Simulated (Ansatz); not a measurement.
**Migration barriers: Sc-vacancy pair in zinc-blende GaAs, charge state -3**

Defect migration in zinc-blende GaAs: Sc-vacancy pair (Sc on one host Ga site, one Ga site vacant), charge state -3. Method: PBE, PAW (plane waves to 420 eV; Ansatz, a program for electronic structure).

64-site cell at the relaxed PBE lattice, one k-point at (0.250, 0.250, 0.250), smearing 0.05 eV, spin-restricted, no finite-size correction. Energies are static. PBE gaps are too small, and in this host the defect's levels may merge with the bands. The charge state is imposed; whether it is stable for some Fermi level was not computed. Forms of the defect that were not tried may lie lower.

Barriers: single points on a 2×2×2 k-point mesh shifted by half a step at the bands' geometries (they differ from the bands' own by up to 0.08 eV, and are uncertain by about as much).

```csv
Route,Start site over the lowest site run (eV),Hop (Å),Forward barrier (eV),Backward barrier (eV),Neighbours at the start,Neighbours at the saddle,Saddle order,"Forward, on the band's own sampling (eV)"
a nearby Ga atom hops onto the vacant site (Sc-vacancy distance between ideal sites 4.06 → 7.04 Å),0.00,3.86,1.56,1.56,"As at 2.46, As at 2.51, 2 As at 2.52 Å","As at 2.39, As at 2.66, As at 2.74, As at 2.78, As at 2.94 Å",not checked,1.50
```

Paths come from nudged elastic bands with a climbing image.   A further band (direct exchange of Sc with the vacancy (Sc-vacancy distance between ideal sites 4.06 Å throughout), 3.59 Å) gave 0.48 eV forward on its own sampling, 0.48 eV above the lowest site run, but a shoulder points to a second hump between its images, so it is not taken as a result. A further band (a nearby Ga atom hops onto the vacant site (Sc-vacancy distance between ideal sites 4.06 → 5.75 Å), 3.91 Å) gave 1.72 eV forward on its own sampling, 1.72 eV above the lowest site run, but at one of its points the charge lies in the host's bands or the defect's levels are part-filled, so it is not taken as a result.
